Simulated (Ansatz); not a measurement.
Band edges of zincblende GaP (F-43m) under hydrostatic pressure

Cell and atoms are relaxed with PBEsol to each stress (compression positive); bands and masses by r2SCAN with spin-orbit coupling, rigid bands (plane waves, PAW; Ansatz, a program for electronic structure).

```cif
data_Ga4P4
_chemical_formula_sum 'Ga4 P4'
_space_group_name_H-M_alt 'F-43m'
_space_group_IT_number 216
_space_group_name_Hall 'F -4 2 3'
_cell_length_a 5.43845
_cell_length_b 5.43845
_cell_length_c 5.43845
_cell_angle_alpha 90.000
_cell_angle_beta 90.000
_cell_angle_gamma 90.000
loop_
_atom_site_label
_atom_site_type_symbol
_atom_site_symmetry_multiplicity
_atom_site_Wyckoff_symbol
_atom_site_fract_x
_atom_site_fract_y
_atom_site_fract_z
_atom_site_occupancy
Ga1 Ga 4 a 0.00000 0.00000 0.00000 1
P1 P 4 d 0.75000 0.75000 0.75000 1
```
(The calculation used a cell of 2 atoms; values per cell refer to that cell.)

| stress (GPa) | ln(V/V₀) (%) | gap (eV) | mean mₑ* |
|---|---|---|---|
| -4.20 | 5.61 | 1.855 | 0.23 |
| -2.80 | 3.56 | 1.864 | 0.33 |
| -1.40 | 1.71 | 1.836 | 0.34 |
| 0 | 0 | 1.806 | 0.34 |
| 1.40 | -1.58 | 1.780 | 0.34 |
| 2.80 | -3.07 | 1.753 | 0.34 |
| 5.60 | -5.79 | 1.698 | 0.34 |
| 8.40 | -8.24 | 1.647 | 0.34 |

 Masses are conductivity masses at 300 K in electron masses, harmonic means over x, y and z.

Question: Estimate the bulk modulus from the two loads next to zero.

Answer: B ≈ −Δp/Δln V = 2.80 GPa/3.29 % = 85 GPa (PBEsol), a mean over this interval.

Question: How fast does the gap move on either side of zero load?

Answer: Under tension, (1.864 − 1.806) eV over -2.80 GPa = -21 meV/GPa, or about 1.6 eV per unit ln V; under compression, (1.753 − 1.806) eV over 2.80 GPa = -19 meV/GPa, or about 1.7 eV per unit ln V. The two slopes part by 2 meV/GPa; gaps are resolved to about 0.01 eV, which allows 7 meV/GPa, so these rows don't tell them apart.

Masses are those of dilute carriers in rigid bands with one relaxation time, without polarons. Third decimals of gaps are kept for the arithmetic. Every relaxation keeps the zincblende phase (space group F-43m under this load), so a transition, a distortion that breaks the symmetry or fracture can't show.
